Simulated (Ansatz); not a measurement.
Start from NiSi2 (space group Fm-3m, No. 225; a = 5.4454 Å; not spin-polarised; relaxed with 0.1 eV smearing).

(Cell as relaxed with PBE.)

Levels (all Ansatz, a quantum-chemistry and plane-wave program, PAW, earlier PAW set): PBE (420 eV, scalar-relativistic without spin-orbit coupling); r2SCAN (500 eV, spin-orbit coupling left out).

Each level relaxes its own structure.

```csv
base,PBE,r2SCAN
volume per atom,13.46 Å³,13.04 Å³
lattice parameter a,5.445 Å,5.389 Å
band gap,zero,zero
```

Perturbation: every lattice vector is shortened by 1.33 %, atoms relaxed at fixed cell.

| quantity | PBE | r2SCAN |
|---|---|---|
| energy relative to the base (free energy F) | +10 meV/atom | +11 meV/atom |
| pressure | 6.4 GPa | 7.2 GPa |
| band gap | zero | zero |

PBE's energy relative to the base lies 0.8 meV/atom below r2SCAN's; PBE's pressure lies 0.8 GPa below r2SCAN's; the two agree on the band gap. Neither level is exact; r2SCAN is the comparison here, not a measurement.

The cells carry an imposed strain or load. Whether these cells are dynamically stable was not tested. Starting moments died away, wholly or in part, for the base; another magnetic solution may exist. All final runs are without spin polarisation.
